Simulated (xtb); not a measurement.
xtb 6.7.1, GFN2-xTB: Ge(Me)(Vi)2(OH) (C=[CH][Ge]([CH3])([OH])[CH]=C), 17 atoms. The geometry is a generated start, not checked to be a minimum at this level.

```json
{
 "method": "GFN2-xTB",
 "--acc": "1 (default)",
 "--etemp (K)": "300 (default)",
 "detailed input (--input)": "none: ANC optimiser, Lindh (1995) Hessian, microcycle=20, maxdispl=1.0, hlow=0.01 (default)",
 "basis_functions": "44",
 "valence_electrons": "40"
}
```

```xyz
17

C      1.8551    -1.7391    -0.5762
C      1.5843    -0.4594    -0.7596
Ge     0.1825     0.5188     0.2455
C     -0.6262     1.9642    -0.8782
O      0.9589     1.2663     1.6506
C     -1.1059    -0.6587     1.1472
C     -2.1572    -1.2159     0.5746
H      2.6325    -2.2566    -1.1188
H      1.2989    -2.3304     0.1356
H      2.1553     0.1072    -1.4859
H     -0.2997     2.9403    -0.5331
H     -1.7087     1.9278    -0.8091
H     -0.3470     1.8528    -1.9207
H      1.7126     1.8266     1.4858
H     -0.9100    -0.8323     2.1961
H     -2.3841    -1.0596    -0.4685
H     -2.8413    -1.8522     1.1147
```

The structure is relaxed from this start with --opt LEVEL for the levels crude, sloppy, loose, lax, normal, tight, vtight, extreme, once each. Up to the end of the extreme run atoms move by at most 0.81 Å along an axis.

Task: Choose the cheapest level whose final energy lies within 5 meV of that of extreme.

Result: normal: 39 cycles against 63, ending 0.57 meV above.

| level | cycles | energy above the extreme run (meV) | gradient norm (eV/Å) |
|---|---|---|---|
| crude | 1 | 34 | 0.12 |
| sloppy | 1 | 34 | 0.12 |
| loose | 1 | 34 | 0.12 |
| lax | 1 | 34 | 0.12 |
| normal | 39 | 0.57 | 0.036 |
| tight | 45 | 0.15 | 0.022 |
| vtight | 62 | under 0.01 | 0.0022 |
| extreme | 63 | — | 0.0020 |
